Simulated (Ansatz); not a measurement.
The parent structure is BP (space group P4_2/mnm, No. 136; a hypothetical phase, not in the database extracts checked).

```
CELL_PARAMETERS angstrom
      5.53234     0.00000     0.00000
      0.00000     5.53234     0.00000
      0.00000     0.00000     3.18730
ATOMIC_POSITIONS crystal
  B  0.32159 0.67841 0.00000
  B  0.67841 0.32159 0.00000
  B  0.82159 0.82159 0.50000
  B  0.17841 0.17841 0.50000
  P  0.31929 0.31929 0.00000
  P  0.68071 0.68071 0.00000
  P  0.18071 0.81929 0.50000
  P  0.81929 0.18071 0.50000
```

Levels (all Ansatz, a first-principles code, PAW): PBEsol (420 eV, no spin-orbit coupling); r2SCAN (500 eV, no spin-orbit coupling); HSE06 (420 eV, no SOC).

At the geometry relaxed with PBEsol, these levels gave the following band gaps, in shuffled order: (a) 0.26 eV, (b) 0.51 eV, (c) 1.05 eV.

Problem. Match each gap to its level.

Solution. (a) PBEsol; (b) r2SCAN; (c) HSE06.

Single points use the geometry relaxed with PBEsol. The hybrid gap comes from the SCF mesh plus the semilocal run's edge points and a few special points and is an upper bound. Whether these cells are dynamically stable was not tested. The zero or small gap of BP can change with the level of theory.
